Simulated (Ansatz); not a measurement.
**Point-defect migration in rock-salt PbTe**

Some mobile defects of rock-salt PbTe. Level of theory: PBE, PAW (plane waves to 420 eV; Ansatz, a first-principles code).

Each figure is the lowest single hop between equivalent sites among the routes that converged and passed our checks, counted from the lowest site run. It need not be the barrier to long-range diffusion, and untried routes may lie lower. Climbing-image NEB, static nuclei, fixed cells, no finite-size correction; on the finer meshes named, energies are single points at the band's geometries. Saddle orders were checked for a part of the study's bands only and are not shown. Vacancies start on their lattice site; split forms were not set up. Charge states are imposed. Spin-orbit coupling is left out.

```csv
Defect,Route,Hop (Å),Direction in the unit cell,Neighbours at the saddle,Cell,Barrier (eV)
"interstitial H, charge +1",H moves farthest,1.36,"(0.14, 0.15, 0.00)",2 Te at 2.03 Å,"64 sites, 2×2×2 shifted",0.11
"interstitial Li, charge +1",Li moves farthest,3.28,"(0.00, 0.00, -0.50)",2 Pb at 2.79; 2 Te at 2.53 Å,"64 sites, 2×2×2 shifted",0.71
"Pb vacancy, charge -2",a nearby Pb jumps into the vacancy,4.46,"(0.01, -0.48, -0.48)","2 Te at 3.04, Te at 3.16, Te at 3.32 Å","64 sites, 2×2×2 shifted",1.08
"interstitial Pb, charge +2",Pb moves farthest,3.24,"(0.00, 0.00, -0.49)",2 Pb at 3.00; 2 Te at 2.92 Å,"64 sites, 2×2×2 shifted",1.11
```
